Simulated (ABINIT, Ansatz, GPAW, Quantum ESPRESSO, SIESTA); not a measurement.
SnSe2 (P-3m1, 3 atoms in the cell) computed with different codes at matched settings

Self-consistent single point.

```xyz
3
Lattice="3.8258 0.0000 0.0000 -1.9129 3.3132 0.0000 0.0000 0.0000 6.4586" Properties=species:S:1:pos:R:3 pbc="T T T"
Sn     0.0000     0.0000     0.0000
Se     1.9129     1.1044     4.8898
Se     0.0000     2.2088     1.5688
```

Shared settings, as Ansatz (an electronic-structure program) writes them: kpoints.mp_grid.grid = 3 3 2; scf.occupations.method = fixed. Potentials and cutoffs stand in the table.

```csv
code,model,pressure (GPa),largest force (eV/Å),gap on the mesh (eV),cutoff
Ansatz,"PBE, default PAW files",3.92,0.243,1.201,30.9 Ry
ABINIT,"PBE, PAW (JTH v2.0 PBE PAW)",3.83,0.245,1.194,40 Ry
GPAW,"PBE, GPAW PAW datasets PBE (gpaw-data 1.0.1)",3.71,0.219,1.209,550 eV
SIESTA,"GGA PBE, numerical atomic orbitals DZP, PseudoDojo PBE standard norm-conserving potentials (rewritten from UPF to PSML)",6.09,0.941,1.241,grid 350 Ry
Quantum ESPRESSO,"PBE, SSSP 1.1.2 efficiency (PBE) pseudopotentials",4.06,0.265,1.192,40 Ry
```

Gaps are read on the mesh. Another mesh or the band path gives a smaller gap, so these values are not converged in the mesh.

The spread over the programs that give each value: pressure within 2.38 GPa; largest force within 0.722 eV/Å; gap on the mesh within 0.049 eV.

SIESTA uses small atom-centred bases, whose incompleteness enters pressures, forces and empty levels differently from a plane-wave cutoff. Ansatz's pressure is given at a fixed set of plane waves, as the other plane-wave codes print theirs; with its correction for the finite basis it is 3.96 GPa. In the pressure, SIESTA (by 2.21) lies more than 1 GPa from the median of the plane-wave programs. In the force vectors, SIESTA (by 0.696) lies more than 0.08 eV/Å from the median of the plane-wave programs.

On the base mesh (7 7 4) the same programs gave: Ansatz pressure 2.69 GPa, gap on the mesh 0.833 eV; Quantum ESPRESSO pressure 2.82 GPa, gap on the mesh 0.826 eV; ABINIT pressure 2.59 GPa, gap on the mesh 0.827 eV; GPAW pressure 2.48 GPa, gap on the mesh 0.843 eV; SIESTA pressure 5.10 GPa, gap on the mesh 0.893 eV.

The values differ from the base mesh's, so the mesh still matters here: the table compares the programs at equal settings.

The starting cell comes from a database of computed structures (which also holds hypothetical and non-ambient phases and stackings), without a prior relaxation at this level. Its lattice was rescaled by a random factor within 2.5 % of one.

Left out of this page: CP2K (on another mesh).

Keys are those of Ansatz 0.2.
